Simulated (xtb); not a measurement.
xtb 6.7.1, GFN1-xTB: Mo(NH)2(NH2)2 ([NH]=[Mo](=[NH])([NH2])[NH2]), 11 atoms. The geometry is a generated start, not checked to be a minimum at this level.

method: GFN1-xTB
--acc: 1 (default)
--etemp (K): 300 (default)
detailed input (--input): none: ANC optimiser, Lindh (1995) Hessian, microcycle=20, maxdispl=1.0, hlow=0.01 (default)
basis functions: 38
valence electrons: 32

```xyz
11

Mo    -0.0658    -0.1623    -0.2015
N     -1.6456    -0.8840    -0.2967
H     -2.4791    -1.4028    -0.5565
N      1.0938    -0.5171    -1.4486
H      1.5960    -0.8605    -2.2600
N     -0.3142     1.7568    -0.1857
H     -1.1731     2.2475     0.0640
H      0.3468     2.4468    -0.5441
N      0.7172    -0.7226     1.4777
H      1.7175    -0.8460     1.6533
H      0.2066    -1.0558     2.2980
```

Charge 0 and multiplicity 1 are set for this test and not shown to be the ground state.

The structure is relaxed from this start with --opt LEVEL for the levels crude, sloppy, loose, lax, normal, tight, vtight, extreme, once each. Up to the end of the extreme run atoms move by at most 0.11 Å along an axis.

Q: Choose the cheapest level whose final energy lies within 1 meV of that of extreme.

A: sloppy: 6 cycles against 10, ending 0.43 meV above.

```csv
level,cycles,energy above the extreme run (meV),gradient norm (eV/Å)
crude,3,4.0,0.20
sloppy,6,0.43,0.088
loose,6,0.43,0.088
lax,7,0.14,0.076
normal,8,0.014,0.025
tight,9,under 0.01,0.0062
vtight,10,under 0.01,0.0017
extreme,10,—,0.0017
```
